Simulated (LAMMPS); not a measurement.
LAMMPS 22 Jul 2025, classical MD, SNAP (Ge_Zuo_JPCA2020.snapcoeff): Ge, 1000 atoms.

```text
units metal
atom_style atomic
read_data unit.data
replicate 5 5 5
pair_style snap
pair_coeff * * Ge_Zuo_JPCA2020.snapcoeff Ge_Zuo_JPCA2020.snapparam Ge
velocity all create 1600 4928 dist gaussian loop geom
fix 1 all nve
fix 2 all langevin 800 800 0.04 9876 zero yes
timestep 0.001
thermo 100
run 300
reset_timestep 0
write_restart start.rst
```

```text
read_restart start.rst
pair_style snap
pair_coeff * * Ge_Zuo_JPCA2020.snapcoeff Ge_Zuo_JPCA2020.snapparam Ge
neighbor 2.0 bin
neigh_modify every 1 delay 0 check yes
fix 1 all nve
timestep 0.001
thermo_style custom step temp pe etotal press
thermo_modify format float %.10g
thermo 100
group probe id 1:48
dump probe probe custom 1000000 forces.txt id fx fy fz
dump_modify probe sort id format float %.8g
run 120
```

box: 28.3 × 28.3 × 28.3 Å.

start: generated diamond lattice, warmed in an untimed run.

Compared values: energy and forces of the first step, drift over the run.

Machine: one whole node, Arm Neoverse V2, 96 cores on 1 socket, no SMT, 1 L3 cache group.

Each set of copies ran two to five times on the otherwise empty node; times are medians from launch to the last exit. Processes are pinned to neighbouring cores unless said otherwise. Build: PyPI wheel: MPICH, OPENMP and OPT packages. Other compilers and libraries give other times. Scratch files lie in a memory file system. A preparatory run goes ahead and isn't timed.

Ways to fill 88 cores (the node offers 329 GiB):
- 88 copies of 1 rank
- 8 copies of 11 ranks
- 88 ranks
- 22 copies of 4 ranks
- 2 copies of 44 ranks
- 4 copies of 22 ranks
- 44 copies of 2 ranks

**Question.** For throughput over a long queue of such jobs, how should the node be filled?

**Answer.** 88 copies of 1 rank: 14000 jobs an hour; within 8 % of it: 44 copies of 2 ranks; 22 copies of 4 ranks. At the low end 88 ranks gives 6000. One job is done soonest with 88 ranks (0.60 s against 23 s).

| way | time till all copies end | jobs an hour | memory in all, scratch files included |
|---|---|---|---|
| 88 copies of 1 rank | 23 s | 14000 | 1.3 GiB |
| 44 copies of 2 ranks | 12 s | 14000 | 1.3 GiB |
| 22 copies of 4 ranks | 6.0 s | 13000 | 1.3 GiB |
| 8 copies of 11 ranks | 2.4 s | 12000 | 1.3 GiB |
| 4 copies of 22 ranks | 1.4 s | 11000 | 1.2 GiB |
| 2 copies of 44 ranks | 0.84 s | 8600 | 1.2 GiB |
| 88 ranks | 0.60 s | 6000 | 1.2 GiB |
